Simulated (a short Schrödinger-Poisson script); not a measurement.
Structure: gated In0.52Al0.48As/In0.53Ga0.47As δ-doped gas in a quantum well, at 20 K.

```csv
layer,material,thickness (nm),Na (cm⁻³)
1,In0.52Al0.48As,15,-
2,In0.52Al0.48As,2,-
3,In0.53Ga0.47As,20,-
4,In0.52Al0.48As,4000,4e15
```

The device is made up for the run: typed textbook-type constants, with dimensions and the other settings drawn at random. In0.52Al0.48As: permittivity 12.5, conduction-band edge (eV) 0.52, gap (eV) 1.45, electron mass (mₑ) 0.075, Nv at 300 K (cm⁻³) 1.1e19. In0.53Ga0.47As: permittivity 13.9, conduction-band edge (eV) 0, gap (eV) 0.74, Nv at 300 K (cm⁻³) 7.7e18.

Channel valleys (confinement mass, in-plane density-of-states mass, number): Γ 0.041, 0.041, 1. At the gate the conduction-band edge of layer 1 lies 0.65 eV − eVg above the Fermi level of the channel; the field vanishes at the back. Sheet of ionised δ-doping: +5.1e12 e/cm² at 15 nm from the gate. The barrier under the gate holds no holes. Gaps are held at their typed values at every temperature. Mesh 0.08 nm at interfaces.

From a short Schrödinger-Poisson script (our own, NumPy): 1D Poisson equation in equilibrium, electrons quantum, Hartree (BenDaniel-Duke, 40 states a valley, the channel's in-plane mass for all, wave functions free to enter the barrier), parabolic valleys, classical holes, full ionisation, no traps, pinning or gate leakage.

Question: List the lowest subbands of each valley and their electrons at Vg = 0.4 V.

Answer: 
```csv
valley,subband,energy from the Fermi level (meV),electrons (cm⁻²),share (%)
Γ,0,-169.9,2.91e12,74.4
Γ,1,-58.3,9.99e11,25.6
Γ,2,15.6,3400000,0.0
```

All electrons: 3.91e12 cm⁻². Above a few 1e12 electrons/cm² a light Γ valley is non-parabolic and upper valleys begin to fill, which the model leaves out.
